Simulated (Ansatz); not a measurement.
Take CeO2 in the fluorite structure (space group Fm-3m, No. 225) as the base.

```xyz
3
Lattice="0.0000 2.7187 2.7187 2.7187 0.0000 2.7187 2.7187 2.7187 0.0000" Properties=species:S:1:pos:R:3 pbc="T T T"
Ce     0.0000     0.0000     0.0000
O      1.3593     1.3593     1.3593
O      4.0780     4.0780     4.0780
```

Computed with Ansatz (a first-principles code) r2SCAN, spin-orbit coupling left out.

One change was made to it. Results:

| quantity | base | after |
|---|---|---|
| smallest direct gap | 2.30 eV | 2.45 eV |
| band gap | 2.20 eV | 2.34 eV |
| volume per atom | 13.40 Å³ | 12.84 Å³ |

### Question
Which of these changes matches the shifts?
(A) pressure 9 GPa
(B) pressure 0.9 GPa
(C) pressure 22.5 GPa
(D) pressure 2.1 GPa

### Answer
A, pressure 9 GPa. For comparison, the band gap in the other runs: pressure 22.5 GPa gives 2.52 eV; pressure 2.1 GPa gives 2.23 eV; pressure 0.9 GPa gives 2.21 eV.

Load acts through the strain it causes; cell and atoms are relaxed under it. Stability against distortions was not tested. Competing high-pressure phases were not computed. Seeded moments were not kept for the base. The final runs are not spin-polarised.
